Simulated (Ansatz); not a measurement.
Consider Fe in the bcc (W type) structure (space group Im-3m, No. 229; a = 2.8316 Å; ferromagnetic).

Computed with PBE (Ansatz, a first-principles code), no spin-orbit coupling, earlier PAW set.

One change was made to it. Results:

The volume per atom falls by 0.24 Å³ (11.35 Å³ → 11.11 Å³); the magnetic state stays ferromagnetic.

Problem. Name the change that was made.
A) pressure −2 GPa
B) pressure 0.9 GPa
C) pressure −1 GPa
D) pressure 4.5 GPa

Solution. D, pressure 4.5 GPa. For comparison, the volume per atom in the other runs: pressure −1 GPa gives 11.41 Å³; pressure −2 GPa gives 11.47 Å³; pressure 0.9 GPa gives 11.30 Å³.

Other magnetic orders, which the real material may have, were not ruled out. Load acts through the strain it causes; cell and atoms are relaxed under it. Whether these cells are dynamically stable was not tested.
